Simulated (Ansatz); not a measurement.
Hypothetical wurtzite GeSe, response to strain

Take GeSe in the wurtzite structure (space group P6_3mc, No. 186; a = 4.7902 Å, c = 5.8625 Å; a hypothetical phase, not in the database extracts checked) as the base.

Strains are applied to the cell and any free atomic positions relax.

All numbers come from PBE (Ansatz, a quantum-chemistry and plane-wave program), without spin-orbit coupling, earlier PAW set.

Notes on the quantities. energy relative to the base: free energy F.

```json
[
 {"isotropic strain (%)": "-5.48", "energy relative to the base (meV/atom)": "100.9"},
 {"isotropic strain (%)": "-1.95", "energy relative to the base (meV/atom)": "11.3"},
 {"isotropic strain (%)": "0", "energy relative to the base (meV/atom)": "0.0"},
 {"isotropic strain (%)": "0.38", "energy relative to the base (meV/atom)": "?"},
 {"isotropic strain (%)": "2.18", "energy relative to the base (meV/atom)": "12.0"},
 {"isotropic strain (%)": "3.5", "energy relative to the base (meV/atom)": "29.4"},
 {"isotropic strain (%)": "3.72", "energy relative to the base (meV/atom)": "32.9"},
 {"isotropic strain (%)": "5.03", "energy relative to the base (meV/atom)": "57.2"}
]
```

**Question.** Fit ΔE = Aε² + Bε³ (ε in %) to the rows shown and predict the withheld row.

**Answer.** Least squares on the printed values gives A = 2.78 and B = -0.11 meV/atom (largest residual 0.2 meV/atom); this predicts 0.4 meV/atom, and the run gives 0.4 meV/atom, in agreement.

Whether these cells are dynamically stable was not tested. All final runs are without spin polarisation.
